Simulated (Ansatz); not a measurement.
MgSe in the rock salt structure (space group Fm-3m, No. 225)

```
CELL_PARAMETERS angstrom
      0.00000     2.72478     2.72478
      2.72478     0.00000     2.72478
      2.72478     2.72478     0.00000
ATOMIC_POSITIONS crystal
  Mg 0.00000 0.00000 0.00000
  Se 0.50000 0.50000 0.50000
```

Method: Kohn–Sham DFT with the PBEsol functional, run in Ansatz (a quantum-chemistry and plane-wave program) with PAW and 420 eV plane waves, spin-orbit coupling left out. Settings: 10×10×10 k-points, 0.05 eV Fermi–Dirac smearing.

```yaml
volume_per_atom: 20.23 Å³
density: 4.24 g/cm³
band_gap: 1.78 eV, indirect, Γ → X
electron_mass: 0.49 mₑ along k, 0.23 mₑ across
Hole mass (degenerate bands, along [100]): 0.16, 0.77, 0.77 mₑ
Lowest conduction-band minima above the VBM: X along ⟨100⟩ 1.78 eV; Γ 2.50 eV
total_energy: -3669.392 eV/atom (σ→0; compares only within this code and set-up)
```

Effective masses come from finite differences of ±0.01 Å⁻¹. Along k means along the line from Γ to the band edge. Stability against distortions was not tested.
